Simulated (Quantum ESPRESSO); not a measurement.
Worked example: self-consistent single point of Rh (Fm-3m, 1 atom in the cell) in Quantum ESPRESSO.

Method: PBE, PseudoDojo stringent norm-conserving (PBE) pseudopotentials (plane waves; Quantum ESPRESSO).

The change in words: lattice scaled by 0.98; ecutwfc: 60 Ry → 108 Ry; ecutrho: 420 Ry → default; pseudopotentials: {Rh: Rh.pbe-spn-kjpaw_psl.1.0.0.UPF} → {Rh: Rh.upf}. Reference geometry:
```yaml
crystal:
  lattice:
    - [0.00000, 1.90950, 1.90950]
    - [1.90950, 0.00000, 1.90950]
    - [1.90950, 1.90950, 0.00000]
  atoms:
    - { symbol: Rh, position: [0.00000, 0.00000, 0.00000] }
```

Reference input (self-consistent single point, DFT, PBE, plane waves, PSlibrary PAW (PBE) pseudopotentials): ecutwfc = 60 Ry; ecutrho = 420 Ry; occupations = smearing; smearing = fermi-dirac; degauss = 0.0073499 Ry; potentials = {Rh: Rh.pbe-spn-kjpaw_psl.1.0.0.UPF}; K_POINTS = automatic 9 9 9 0 0 0; conv_thr = 1e-11 Ry; mixing_beta = 0.7. This run's input differs from it in these lines:

```diff
@@ -10,7 +10,6 @@
     ibrav = 0
-    celldm(1) = 5.10309352
+    celldm(1) = 5.00103165
     nat = 1
     ntyp = 1
-    ecutwfc = 60
-    ecutrho = 420
+    ecutwfc = 108
     occupations = 'smearing'
@@ -24,3 +23,3 @@
 ATOMIC_SPECIES
-Rh   102.9055  Rh.pbe-spn-kjpaw_psl.1.0.0.UPF
+Rh   102.9055  Rh.upf
 CELL_PARAMETERS {alat}
```

Output, abridged:

```
     Self-consistent Calculation

     iteration #  1     ecut=   108.00 Ry     beta= 0.70

     Threshold (ethr) on eigenvalues was too large:
     Diagonalizing with lowered threshold

     total energy              =    -234.53395588 Ry
     estimated scf accuracy    <       0.11012268 Ry

     iteration #  2     ecut=   108.00 Ry     beta= 0.70

     total energy              =    -234.56299038 Ry
     estimated scf accuracy    <       0.05386274 Ry

     iteration #  3     ecut=   108.00 Ry     beta= 0.70

     total energy              =    -234.57464577 Ry
     estimated scf accuracy    <       0.00024626 Ry

   [... 4 blocks of this kind left out ...]

     iteration #  8     ecut=   108.00 Ry     beta= 0.70

     total energy              =    -234.57471523 Ry
     estimated scf accuracy    <          1.4E-11 Ry

     iteration #  9     ecut=   108.00 Ry     beta= 0.70
     End of self-consistent calculation

     the Fermi energy is    24.0238 ev

!    total energy              =    -234.57471523 Ry
     estimated scf accuracy    <          4.8E-13 Ry
     smearing contrib. (-TS)   =      -0.00277898 Ry
     internal energy E=F+TS    =    -234.57193625 Ry

     convergence has been achieved in   9 iterations

     Forces acting on atoms (cartesian axes, Ry/au):

     atom    1 type  1   force =     0.00000000    0.00000000    0.00000000

     Total force =     0.000000     Total SCF correction =     0.000000

          total   stress  (Ry/bohr**3)                   (kbar)     P=      222.35
   0.00151152   0.00000000   0.00000000          222.35        0.00        0.00
   0.00000000   0.00151152   0.00000000            0.00      222.35        0.00
   0.00000000   0.00000000   0.00151152            0.00        0.00      222.35

   JOB DONE.
```

The run converged in 9 iterations. Against the reference run the pressure goes from 1.79 to 22.24 GPa.

The starting cell has typed, rounded lattice constants, without a prior relaxation at this level. Its lattice was rescaled by up to half a per cent. For this run, on top of that: lattice scaled by 0.98. Spin polarisation is off.
